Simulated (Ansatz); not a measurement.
The structure below was relaxed with PBEsol/PAW in Ansatz (a program for electronic structure), no SOC, at pressure 15 GPa.

```
CELL_PARAMETERS angstrom
      0.00000     2.69567     2.69567
      2.69567     0.00000     2.69567
      2.69567     2.69567     0.00000
ATOMIC_POSITIONS crystal
  Ge 0.00000 0.00000 0.00000
  Ge 0.25000 0.25000 0.25000
```

Task: Find the space group and the Wyckoff positions.

Result: Space group Fd-3m, origin choice 1 (No. 227); a = b = c = 5.391 Å, α = β = γ = 90.00°

```tsv
atom	site	symmetry	x	y	z
Ge	8b	-43m	0.5000	0.5000	0.5000
```

Task: Describe the coordination.

Result: The crystal has 8 atoms in its conventional cell. Cell: a = b = c = 5.3913 Å, α = β = γ = 90.00°. Ge is surrounded by 4 Ge at 2.335 Å (tetrahedral). (Neighbours: up to the widest gap in distance over summed covalent radii, below 1.35, at either atom.)

Load acts through the strain it causes; cell and atoms are relaxed under it. Whether these cells are dynamically stable was not tested. Measured, Ge leaves this structure (for the β-tin structure) near 10.6 GPa (room temperature; as listed in arXiv:1906.07825). The cell was made from Ge in the diamond structure (space group Fd-3m, No. 227) by this change: pressure 15 GPa.
